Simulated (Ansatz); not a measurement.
End structure of a constructed model of the (111)B surface of 3C silicon carbide, C-terminated, (√3x√3)R30° In adatom at T4 (bottom of the slab: 3 H on 3 bottom sites):

```xyz
28
Lattice="4.6457 2.6822 0.0000 -4.6457 2.6822 0.0000 0.0000 0.0000 28.0000" Properties=species:S:1:pos:R:3 pbc="T T T"
Si    -1.5486     0.8941     9.6318
Si     1.5486     0.8941     9.6318
Si     0.0000     3.5763     9.6318
C     -3.0971     1.7881    10.2640
C      0.0000     1.7881    10.2640
C      3.0971     1.7881    10.2640
Si    -3.0948     1.7868    12.1602
Si    -0.0023     1.7868    12.1602
Si     3.0971     1.7908    12.1602
C      0.0063    -0.0036    12.7873
C     -1.5486     2.6895    12.7873
C      1.5423     2.6785    12.7873
Si     0.0277    -0.0160    14.6938
Si    -1.5486     2.7142    14.6938
Si     1.5208     2.6662    14.6938
C     -1.5486     0.8941    15.2032
C      1.5486     0.8941    15.3516
C      0.0000     3.5763    15.3516
Si    -1.5486     0.8941    17.0569
Si     1.5486     0.8941    17.3447
Si     0.0000     3.5763    17.3447
C     -3.0465     1.7589    17.8051
C     -0.0506     1.7589    17.8051
C      3.0971     1.8466    17.8051
H     -1.5486     0.8941     8.1316
H      1.5486     0.8941     8.1319
H      0.0000     3.5763     8.1319
In    -1.5486     0.8941    19.5383
```

Model: 28-atom slab, 11.7 Å thick at the start with caps and adatoms (thin: gaps and levels are the slab's own), 6x6x1 mesh, Fermi-Dirac 0.025 eV, dipole correction, 6 atoms held, the rest relaxed; start symmetry kept, larger cells not searched; no spin, no spin-orbit, no U. In PBE it lies 0.12 eV a 1x1 cell over the lowest computed structure of the same composition ((√3x√3)R30° In adatom at H3).

Question: What is the computed gap of the slab on its k-mesh (PBE in Ansatz, an electronic-structure program)?

Answer: 0.51 eV

Question: What is the computed highest filled level below the top vacuum level (PBE)?

Answer: 4.12 eV
